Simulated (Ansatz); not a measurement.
System: CuI (P4/nmm, No. 129, 4 atoms in the cell; start mp-22863; a measured phase of this formula has another space group). Method: r²SCAN-D4 in Ansatz (PAW).

Numerical settings: plane-wave cutoff 500 eV, 10×10×6 k mesh (along the axes of the cell as run), gaussian smearing 0.02 eV, no spin polarisation, scalar-relativistic PAW data made under PBE.

Cell (relaxed at this level):

```cif
data_Cu2I2
_chemical_formula_sum 'Cu2 I2'
_space_group_name_H-M_alt 'P 1'
_space_group_IT_number 1
_cell_length_a 4.07117
_cell_length_b 4.07117
_cell_length_c 6.39838
_cell_angle_alpha 90.000
_cell_angle_beta 90.000
_cell_angle_gamma 90.000
loop_
_space_group_symop_operation_xyz
  'x, y, z'
loop_
_atom_site_label
_atom_site_type_symbol
_atom_site_fract_x
_atom_site_fract_y
_atom_site_fract_z
_atom_site_occupancy
Cu1 Cu 0.50000 0.50000 0.00000 1
Cu2 Cu 0.00000 0.00000 0.00000 1
I1 I 0.50000 0.00000 0.26373 1
I2 I 0.00000 0.50000 0.73627 1
```

What does this level give for the band gap?


band gap: 2.08 eV (on the SCF k mesh)

Note: the relaxation could not lower the start's symmetry, so the cell can be a saddle point above a distorted one.

Spin–orbit coupling is not included; with these elements it can move the gap by several tenths of an eV or more.

The result took roughly 5 core-minutes.

A start named mp-… is a Materials Project structure, which need not be a measured phase.

Ansatz is a first-principles code.
